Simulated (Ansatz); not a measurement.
Ansatz (a quantum-chemistry and plane-wave program) run on CaSi2Rh2 (I4mm, 5 atoms in the cell): self-consistent single point.

Computed with LDA (PW92), default PAW files made with PBE (plane waves; Ansatz).

```
Ca(SiRh)2
1.0
   -2.05101     2.05101     5.01954
    2.05101    -2.05101     5.01954
    2.05101     2.05101    -5.01954
Ca Si Rh
1 2 2
Direct
  0.00498   0.00498   0.00000
  0.62739   0.62739   0.00000
  0.37261   0.37261   0.00000
  0.75000   0.25000   0.50000
  0.25000   0.75000   0.50000
```

Reference input (self-consistent single point, DFT, LDA (PW92), plane waves, default PAW files made with PBE): basis.ecutwfc = 420 eV; kpoints.mp_grid.grid = 11 11 11; hamiltonian.xc = lda; hamiltonian.pseudopotentials = {kind: paw} (the program's default PAW files); scf.occupations.method = gaussian; scf.occupations.width = 0.1 eV. This run's input differs from it in these lines:

Ansatz 0.2 input:
```diff
@@ -14,3 +14,3 @@
 kpoints:
-  mp_grid: { grid: [11, 11, 11] }
+  mp_grid: { grid: [6, 6, 6] }
 hamiltonian:
```

Log, with long lists cut:

```
SCF iter   1: F=—  HF=-15552.298261 eV  |F-HF|=—  |Δ(HF+E_count)|=         —  Δρ=7.15e-3  dr2=3.99e-2  ethr=1.77e-3  ⟨swp⟩=7.1  Hψ=4412  notcnv=0
all-band conjugate gradients solve this SCF's bands
preconditioner: auto → Kerker (q_TF=auto, 2.516 Å⁻¹)
SCF iter   2: F=—  HF=-15552.293370 eV  |F-HF|=—  |Δ(HF+E_count)|=   4.89e-3  Δρ=3.72e-3  dr2=1.18e-2  ethr=7.68e-5  ⟨swp⟩=1.0  Hψ=1201  notcnv=0  defer=2
   [... lines left out ...]
SCF iter   6: F=—  HF=-15552.291402 eV  |F-HF|=—  |Δ(HF+E_count)|=   5.86e-7  Δρ=1.71e-5  dr2=4.52e-7  ethr=1.81e-8  ⟨swp⟩=2.0  Hψ=1307  notcnv=0  defer=3
SCF iter   7: F=-15552.291402 eV  HF=-15552.291402 eV  |F-HF|=6.82e-9  |Δ(HF+E_count)|=   1.33e-7  Δρ=4.23e-6  dr2=1.38e-8  ethr=1.92e-10  ⟨swp⟩=8.6  Hψ=4182  notcnv=0
the search or the solves at the SCF's close seem to have found levels that the self-consistency loop had missed (the run counts 1) …
SCF 1 converged in 7 iterations: F = -15552.291402 eV  dr2 = 1.38e-8
Free energy (F): -15552.291402 eV
Internal energy: -15552.281402 eV  (E = F + TS)
E sigma→0 (E₀):  -15552.286402 eV
Entropy (-TS):   -0.010000 eV (-2.000 meV/atom)
Fermi energy:    12.965337 eV
--- Forces (eV/Å), atoms counted from 1 ---
  atom   1  Ca    -0.00000000    -0.00000000    -0.20941947
  atom   2  Si     0.00000000    -0.00000000     0.39413725
  atom   3  Si    -0.00000000     0.00000000    -0.30794499
  atom   4  Rh     0.00000000    -0.00000000     0.06159864
  atom   5  Rh    -0.00000000     0.00000000     0.06159864
--- Stress (GPa, compression-positive) ---
       -8.427368       0.000000      -0.000000
        0.000000      -8.427368      -0.000000
       -0.000000      -0.000000      -6.914510
  P = ⅓ Tr σ = -7.9231 GPa (-79.231 kbar)
  The stress holds the Pulay correction. Without it, at fixed plane waves, as pw.x and ABINIT print it: P = -7.9735 GPa
```

The run converged in 7 iterations. Against the reference run the free energy goes up by 3.1 meV/atom, the pressure hardly changes (-7.97 to -7.92 GPa) and the largest force goes from 0.340 to 0.394 eV/Å.

The starting cell comes from a database of computed structures (which also holds hypothetical and non-ambient phases and stackings), without a prior relaxation at this level. Its lattice was rescaled by up to half a per cent. One atom was moved a little off its site on purpose. Spin polarisation is off. With a pressure of about -8 GPa the cell is away from its equilibrium volume at this level. Ansatz's pressure includes its estimate of the finite-basis (Pulay) stress.
